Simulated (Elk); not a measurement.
Band structure of Sm5Mg (R32, 6 atoms in the cell).

```
Sm5Mg
1.0
    3.15788     1.82320     5.64884
   -3.15788     1.82320     5.64884
    0.00000    -3.64641     5.64884
Sm Mg
5 1
Cartesian
 -1.18548  -2.05332   8.47327
  2.37097   0.00000   8.47327
 -1.18548   2.05332   8.47327
  0.00000   0.00000   5.84389
  0.00000   0.00000  11.10264
  0.00000   0.00000   0.00000
```
Moments meant for the start (each program seeds them in its own way; μB, in the order of the atoms Sm Sm Sm Sm Sm Mg): 5.0 5.0 5.0 5.0 5.0 0.0.

Level of theory: LDA (PW92), all-electron FP-LAPW, Elk's shipped species files, APW+lo basis with extra local orbitals (Elk).

Settings: xctype = 3; spinpol = true; rgkmax = 7.5; stype = 0; swidth = 0.00999582 Ha; ngridk = 3 3 3; reducebf = 0.7; gmaxvr = 14 1/bohr; nxlo = 2; lorbcnd = true; lmaxi = 2; nempty = 10 per atom.

The starting cell comes from a database of computed structures (which also holds hypothetical and non-ambient phases and stackings), without a prior relaxation at this level. Its lattice was rescaled by a random factor within 2.5 % of one. Spin-orbit coupling is off. The magnetic order is the one reached from the typed start; others were not searched systematically. With U or open f shells several self-consistent states can exist. The f electrons are in the valence without U or exact exchange, which can misplace them near the Fermi level. Spin-orbit terms, which matter for f shells, are left out. Values depend on the basis (sphere radii, cutoffs, local orbitals), which need not be converged.

Levels in eV from the Fermi level, bands 62 to 69 of the first spin channel:
```
point     62     63     64     65     66    67    68    69
-----  -----  -----  -----  -----  -----  ----  ----  ----
B      -0.11  -0.11  -0.07  -0.06   0.00  0.14  0.25  0.74
Z      -0.12  -0.11  -0.10  -0.01  -0.01  0.25  0.45  0.54
Γ       0.04   0.05   0.05   0.14   0.14  0.33  0.34  0.57
X      -0.11  -0.10  -0.09  -0.03  -0.02  0.20  0.24  0.73
```

Bands cross the Fermi level along this path, so the cell is metallic at this level.

The net moment of the cell came out as 32.62 μB.
